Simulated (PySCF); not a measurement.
PySCF 2.14.0, unrestricted BP86/def2-svp, df: Hf(I)3 ([I][Hf]([I])[I]), charge 0, multiplicity 2, 4 atoms. The geometry is a generated start, not checked to be a minimum at this level.

task: energy
method: bp86
basis: def2-svp
two-electron scheme: density fitting
mol.max_memory: 3000 MB
mf.max_cycle: 100
mf.init_guess: minao (default)
mf.DIIS: CDIIS (default)
mf.conv_tol: 1e-09 (default)
mf.grids.level: 3 (default)
effective core potentials: those of the basis set, past Kr
basis functions: 110
grid points: 89672

```xyz
4

Hf     0.0040     0.0084     0.0108
I     -2.1413    -1.6428    -0.2855
I     -0.0236     2.4627    -1.1688
I      2.1608    -0.8283     1.4435
```

Charge 0 and multiplicity 2 are set for this test and not shown to be the ground state.

One run each on 2 threads, 1 BLAS thread. Values of diis_space tried: 3, 5, 8 (default), 12, 20.

### Question
Which value of diis_space needs the fewest Fock builds, and what happens away from it?

### Answer
Fewest Fock builds, within one of each other: 8 (default) with 16, 12 with 16, 20 with 16. The count rises to 34 at 3. All converge to one solution.

| diis_space | Fock builds | end |
|---|---|---|
| 3 | 34 | same solution |
| 5 | 18 | same solution |
| 8 (default) | 16 | same solution |
| 12 | 16 | same solution |
| 20 | 16 | same solution |
